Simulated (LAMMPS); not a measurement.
Surface tension of the liquid across the composition of Al (fcc) with a share x of Al sites Cu; each row has its own temperature.

Method: classical MD, pair style eam/alloy, file AlCu.eam.alloy, run in LAMMPS.

```json
[
 {"x": "0.1", "surface tension": "0.288 ± 0.010 N/m", "T (K)": "1170"},
 {"x": "0.25", "surface tension": "0.38 ± 0.01 N/m", "T (K)": "1250"},
 {"x": "0.5", "surface tension": "0.53 ± 0.03 N/m", "T (K)": "1380"},
 {"x": "0.75", "surface tension": "0.64 ± 0.01 N/m", "T (K)": "1500"},
 {"x": "0.9", "surface tension": "0.63 ± 0.02 N/m", "T (K)": "1580"}
]
```

Uncertainties are statistical and leave out the potential's own error.
